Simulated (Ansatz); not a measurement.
Take an 8-atom supercell of ZnSiP$_{2}$ in the chalcopyrite structure (space group I-42d, No. 122; a = 5.378 Å, c = 10.466 Å) at its relaxed geometry as the base.

Level of theory: r2SCAN, PAW, 500 eV (Ansatz, a quantum-chemistry and plane-wave program; no spin-orbit coupling).

Before the change:

| Quantity | Result |
|---|---|
| Mean distance from the defect site to its nearest host atoms | 2.36 Å |
| Pressure | 0.0 GPa |

Perturbation: a neutral Ni on a Zn site, atoms relaxed at fixed cell, starting from a slightly rattled geometry.

**Question.** What does the calculation give for the mean distance from the defect site to its nearest host atoms after the change?

**Answer.** The mean distance from the defect site to its nearest host atoms falls by 0.096 Å to 2.27 Å.

**Question.** Estimate the effect on the largest displacement of a host atom from its site in the perfect cell.

**Answer.** The largest displacement of a host atom from its site in the perfect cell is 0.10 Å.

**Question.** What does the calculation give for the pressure after the change?

**Answer.** The pressure goes from zero to -3.9 GPa.

Other magnetic orders, which the real material may have, were not ruled out. The cell is small, so the values are those of an ordered compound at a high defect concentration; dilute-limit values will differ. A case with no gap was solved on a k-mesh chosen for an insulator, which is coarse for it. The defect cell is spin-polarised and ends with 1.8 μB, a fractional moment that hangs on the mesh and smearing.
